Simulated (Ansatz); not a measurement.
```yaml
crystal:
  lattice:
    - [0.00000, 1.88965, 1.88965]
    - [1.88965, 0.00000, 1.88965]
    - [1.88965, 1.88965, 0.00000]
  atoms:
    - { symbol: Rh, position: [0.00000, 0.00000, 0.00000] }
```

Problem. By how much do the lattice constants and the volume change from 300 K to 675 K (the quasi-harmonic free energy, Ansatz, an electronic-structure program, PBEsol functional, plane-wave PAW), and how far does the bulk modulus soften?

Solution. a by 0.34 %, the volume by 1.01 %; B_T goes from 282 to 265 GPa. No phase change or melting is allowed for: the numbers belong to this structure as given.
